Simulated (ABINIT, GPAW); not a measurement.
A GPAW input for a self-consistent single point of NaLiZnS2 (P3m1, 5 atoms in the cell) (DFT PBEsol, plane waves, GPAW PAW datasets PBEsol (made by gpaw-setup)):

```python
from ase import Atoms
from ase.units import GPa
from gpaw import GPAW, PW

atoms = Atoms(['Na', 'Li', 'Zn', 'S', 'S'],
              cell=[[3.902419, 0.000000, 0.000000],
                    [-1.951209, 3.379594, 0.000000],
                    [0.000000, 0.000000, 6.687373]],
              scaled_positions=[[0.000000, 0.000000, 0.026160],
                                [0.333333, 0.666667, 0.356650],
                                [0.666667, 0.333333, 0.611630],
                                [0.333333, 0.666667, 0.733810],
                                [0.666667, 0.333333, 0.271740]],
              pbc=True)

calc = GPAW(mode=PW(850),
            xc='PBEsol',
            kpts={'size': (10, 10, 5), 'gamma': True},
            occupations={'name': 'fixed-uniform'},
            nbands=-8,
            convergence={'density': 1e-05, 'energy': 1e-05, 'bands': -6},
            symmetry={'symmorphic': False, 'tolerance': 0.0005},
            maxiter=100)

atoms.calc = calc

energy = atoms.get_potential_energy()
print('Energy (eV):', round(energy, 6))
forces = atoms.get_forces()
print('Forces (eV/Ang):')
print(forces.round(5))
stress = atoms.get_stress()
print('Stress (GPa, Voigt):', (stress / GPa).round(4))
```

Q: Give the ABINIT input for the same structure, mesh, smearing and functional.

A: One input that does it (others would too):

```
# NaLiZnS2, JTH v2.0 PBE PAW
pp_dirpath "./"
pseudos "Na.GGA_PBE-JTH.xml, Li.GGA_PBE-JTH.xml, Zn.GGA_PBE-JTH.xml, S.GGA_PBE-JTH.xml"
acell 3.9024190057 3.9024190057 6.6873730000 Angstrom
rprim
         1.0000000000   -0.0000000644    0.0000000000
        -0.4999999442    0.8660254360    0.0000000000
         0.0000000000    0.0000000000    1.0000000000
natom 5
ntypat 4
znucl 11 3 30 16
typat 1 2 3 4 4
xred
         0.0000000000    0.0000000000    0.0261600000
         0.3333333333    0.6666666667    0.3566500000
         0.6666666667    0.3333333333    0.6116300000
         0.3333333333    0.6666666667    0.7338100000
         0.6666666667    0.3333333333    0.2717400000
ecut 816 eV
pawecutdg 1633 eV
pawxcdev 0
ixc -116133
occopt 1
nband 20
kptopt 1
ngkpt 10 10 5
nshiftk 1
shiftk 0 0 0
nstep 50
toldfe 1.0e-09
prtwf 0
prtden 0
enunit 2
```

Basis, cutoffs, solver keys and any potentials are the target program's own. This input uses DFT, PBEsol, plane waves, PAW (JTH v2.0 PBE PAW, files made for PBE).

The starting cell comes from a database of computed structures (which also holds hypothetical and non-ambient phases and stackings), without a prior relaxation at this level. For this run, on top of that: lattice scaled by 0.98.
